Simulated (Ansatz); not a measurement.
Consider the following.

```
CELL_PARAMETERS angstrom
      2.89866     0.00000     0.00000
      1.44933     2.51031     0.00000
      1.44933    -0.83677     2.44760
ATOMIC_POSITIONS crystal
  Mg 0.00000 0.00000 0.00000
  O  0.00000 0.50000 0.50000
```

No spin polarisation.

Level of theory: r2SCAN (Ansatz, a quantum-chemistry and plane-wave program, PAW, no spin-orbit coupling). k-mesh 13×13×13 (Γ-centred); smearing 0.05 eV (Fermi–Dirac).

Problem. Estimate the band gap.

Solution. 6.01 eV.

Problem. What is the computed mean in-plane stress (compression positive)?

Solution. +11.6 GPa.

Problem. Predict the electron mass.

Solution. 0.36 mₑ out of plane, 0.39 mₑ in plane (at Γ).

Problem. Estimate the valence-band top at Γ (three highest levels, from the VBM).

Solution. 0.00, 0.00, -0.28 eV.

The cells carry an imposed strain or load. Masses are band curvatures over ±0.01 Å⁻¹ around the edge. Whether these cells are dynamically stable was not tested. The cell was made from MgO in the rock salt structure (space group Fm-3m, No. 225) by this change: biaxial strain −2.50 %, plane normal [111], relaxed out of plane.
